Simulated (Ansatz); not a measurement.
# Habitual settings against a tight run: PbSO3 (P2_1/m, 10 atoms in the cell)

Self-consistent single point.

```yaml
crystal:
  lattice:
    - [4.59806, 0.00000, 0.00000]
    - [0.00000, 5.44585, 0.00000]
    - [-1.86731, 0.00000, 6.28254]
  atoms:
    - { symbol: Pb, position: [0.35689, 0.25000, 0.71873] }
    - { symbol: Pb, position: [0.64311, 0.75000, 0.28127] }
    - { symbol: S, position: [0.91332, 0.75000, 0.82425] }
    - { symbol: S, position: [0.08668, 0.25000, 0.17575] }
    - { symbol: O, position: [0.19798, 0.02497, 0.32711] }
    - { symbol: O, position: [0.80202, 0.97503, 0.67289] }
    - { symbol: O, position: [0.80202, 0.52497, 0.67289] }
    - { symbol: O, position: [0.19798, 0.47503, 0.32711] }
    - { symbol: O, position: [0.73663, 0.25000, 0.13346] }
    - { symbol: O, position: [0.26337, 0.75000, 0.86654] }
```

Level of theory: LDA (PW92), PAW files made with PBE (plane waves; Ansatz, a first-principles code).

Base settings: basis.ecutwfc = 420 eV; kpoints.mp_grid.grid = 5 4 4; hamiltonian.xc = lda; hamiltonian.pseudopotentials = {kind: paw} (the program's default PAW files); scf.occupations.method = fixed.

Tight run (finer mesh or higher cutoff; not a proven limit): basis.ecutwfc: 420 eV → 590 eV; kpoints.mp_grid.grid: 5 4 4 → 7 6 6; scf.convergence.dr2_threshold: default (1e-07 eV) → 1e-09 eV. It gave top of the valence band (on the code's own zero) 5.96 eV; gap on the k-point mesh 3.06 eV; pressure -8.95 GPa; largest force (vector length) 0.876 eV/Å.

Quick runs, as changes from the base:
- A: the base itself
- B: basis.ecutwfc: 420 eV → 295 eV; kpoints.mp_grid.grid: 5 4 4 → 4 4 4; scf.occupations.method: fixed → cold; scf.occupations.width: default → 0.2 eV
- C: basis.ecutwfc: 420 eV → 210 eV; kpoints.mp_grid.grid: 5 4 4 → 4 4 4; hamiltonian.xc: lda → pbesol; scf.occupations.method: fixed → cold; scf.occupations.width: default → 0.272 eV; scf.convergence.dr2_threshold: default (1e-07 eV) → 0.001 eV [PBEsol]
- D: kpoints.mp_grid.grid: 5 4 4 → 4 4 4; kpoints.mp_grid.shift: default → 0.5 0.5 0.5
- E: basis.ecutwfc: 420 eV → 335 eV; kpoints.mp_grid.grid: 5 4 4 → 2 2 2; hamiltonian.xc: lda → pbesol; scf.occupations.method: fixed → gaussian; scf.occupations.width: default → 0.272 eV; scf.convergence.dr2_threshold: default (1e-07 eV) → 0.0001 eV [PBEsol]
- F: basis.ecutwfc: 420 eV → 250 eV; kpoints.mp_grid.grid: 5 4 4 → 6 6 6; scf.convergence.dr2_threshold: default (1e-07 eV) → 0.0001 eV

Dashes: energy of C, E, another energy zero.

Gaps are read on each run's own mesh, which may miss the band edges.

† marks runs with another functional, U, potentials or spin treatment: their distance from the tight run is not a convergence error alone.

The count of work is k-points × plane waves × bands × iterations; it is no time. 

Pressures in the table are Ansatz's without its Pulay estimate, at a fixed set of plane waves; the tight run's value above holds the estimate.

The starting cell comes from a database of computed structures (which also holds hypothetical and non-ambient phases and stackings), without a prior relaxation at this level. Its lattice was rescaled by a random factor within 2.5 % of one. Spin-orbit coupling is off. In the base run, with a pressure of about -9 GPa the cell is away from its equilibrium volume at this level.

```csv
run,energy less tight (meV/atom),pressure less tight (GPa),largest miss in a force vector (eV/Å),gap on the mesh less tight (eV),count of work / tight
A,4.0,-0.43,0.002,0.067,0.19
B,276.9,-16.93,0.173,-0.085,0.088
C†,–,-132.53,1.471,-0.015,0.040
D,4.0,-0.43,0.002,0.201,0.100
E†,–,-1.64,0.333,-0.034,0.025
F,1104.0,-53.84,0.793,-0.114,0.16
```

Among the runs at the tight run's level, the energy misses run from 4.0 to 1104.0 meV/atom.

Keys are those of Ansatz 0.2.
